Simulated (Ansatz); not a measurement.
The parent structure is SiC (space group P6_3mc, No. 186).

```
CELL_PARAMETERS angstrom
      3.09415     0.00000     0.00000
     -1.54707     2.67961     0.00000
      0.00000     0.00000    10.12926
ATOMIC_POSITIONS crystal
  Si 0.00000 0.00000 0.00031
  Si 0.00000 0.00000 0.50031
  Si 0.66667 0.33333 0.75025
  Si 0.33333 0.66667 0.25025
  C  0.00000 0.00000 0.81285
  C  0.00000 0.00000 0.31285
  C  0.66667 0.33333 0.56221
  C  0.33333 0.66667 0.06221
```

Calculations: PBE (Ansatz, a quantum-chemistry and plane-wave program; PAW; 420 eV plane waves; no SOC).

For the base:

```
Item                             Value
-----------------------------  -------
Shortest interatomic distance  1.893 Å
Width of the top valence band  2.42 eV
```

Perturbation: a hydrostatic pressure of 15 GPa.

**Question.** How does this affect the shortest interatomic distance, mean gap deformation potential ΔEg/Δln V and width of the top valence band?

**Answer.** The shortest interatomic distance shrinks by 0.039 Å to 1.854 Å; the mean gap deformation potential ΔEg/Δln V is -0.2 eV; the width of the top valence band rises by 0.093 eV, from 2.42 eV to 2.52 eV.

Load acts through the strain it causes; cell and atoms are relaxed under it. Whether these cells are dynamically stable was not tested. No other phases were tried under pressure.
